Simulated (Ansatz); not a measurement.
Base system: AlRu in the CsCl type structure (space group Pm-3m, No. 221; a = 2.9770 Å; relaxed with 0.1 eV smearing). Axes: x, y, z lie along the cube axes.

Calculations: PBEsol/PAW in Ansatz (a quantum-chemistry and plane-wave program), no SOC.

For the base:

```
Quantity                        Result
-----------------------------  -------
Pressure                       0.0 GPa
Shortest interatomic distance  2.578 Å
```

It is then changed as follows: tensile biaxial strain of 1.00 % in the plane normal to [001], as in epitaxy on a mismatched substrate; the out-of-plane cell vector and the atoms relax.

Question: Predict the new pressure.

Answer: The pressure (mean of the normal stresses, compression positive) goes from zero to -2.3 GPa.

Question: What does the calculation give for the out-of-plane strain after the change?

Answer: The out-of-plane strain is -0.91 %.

Question: What does the calculation give for the shortest interatomic distance after the change?

Answer: The shortest interatomic distance increases by 0.0095 Å (2.578 Å → 2.588 Å).

Whether these cells are dynamically stable was not tested. The final runs are not spin-polarised.
